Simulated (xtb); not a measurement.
xtb 6.7.1, GFN1-xTB: CC(C)(C)c1ccc2c(c1)sc1cc(/C=C/c3ccc(C(F)(F)F)cc3)ccc12, 50 atoms. The geometry is a generated start, not checked to be a minimum at this level.

method: GFN1-xTB
--acc: 1 (default)
--etemp (K): 300 (default)
detailed input (--input): none: ANC optimiser, Lindh (1995) Hessian, microcycle=20, maxdispl=1.0, hlow=0.01 (default)
basis functions: 164
valence electrons: 148

The structure is relaxed from this start with --opt LEVEL for the levels crude, sloppy, loose, lax, normal, tight, vtight, extreme, once each. Up to the end of the extreme run atoms move by at most 0.70 Å along an axis.

Problem. What is the loosest level that ends within 1 meV of the extreme run, and how many cycles does it take?

Solution. tight: 38 cycles against 68, ending 0.53 meV above.

| level | cycles | energy above the extreme run (meV) | gradient norm (eV/Å) |
|---|---|---|---|
| crude | 6 | 41 | 0.48 |
| sloppy | 12 | 10 | 0.31 |
| loose | 16 | 4.1 | 0.12 |
| lax | 17 | 3.6 | 0.12 |
| normal | 22 | 2.4 | 0.017 |
| tight | 38 | 0.53 | 0.0053 |
| vtight | 68 | under 0.01 | 0.0014 |
| extreme | 68 | — | 0.0014 |
